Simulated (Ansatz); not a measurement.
Functionals compared on the (21-32) surface of hcp Y in its 1x1 cell, outermost plane spacing 0.37 Å in the ideal cut (one of several cuts of this face), in Ansatz (plane waves, PAW). The structure was relaxed with PBE; the other rows are single points on it, each with its references at the same level. Cutoff 420 eV (500 eV for r2SCAN).

Slab: 20 atoms, 10.3 Å thick at the start (thin: gaps and levels are the slab's own); k 6x5x1, smearing 0.1 eV, dipole-corrected; all atoms relaxed; start symmetry kept, larger cells not searched; no spin, no spin-orbit, no U. These notes are the PBE run's.

```csv
functional,surface energy (J/m²),work function of the top face (eV),rough cost of the single point
PBE,1.09,3.00,–
LDA,?,?,very roughly 3 core-minutes
PBEsol,1.18,3.05,around 3 core-minutes (rough)
RPBE,1.01,2.90,roughly 4 core-minutes
r2SCAN,1.16,3.01,very roughly 8 core-minutes
```

### Question
What belongs in the gaps?

### Answer

- LDA, surface energy (J/m²): 1.21
- LDA, work function of the top face (eV): 3.18

Ansatz is an electronic-structure program.
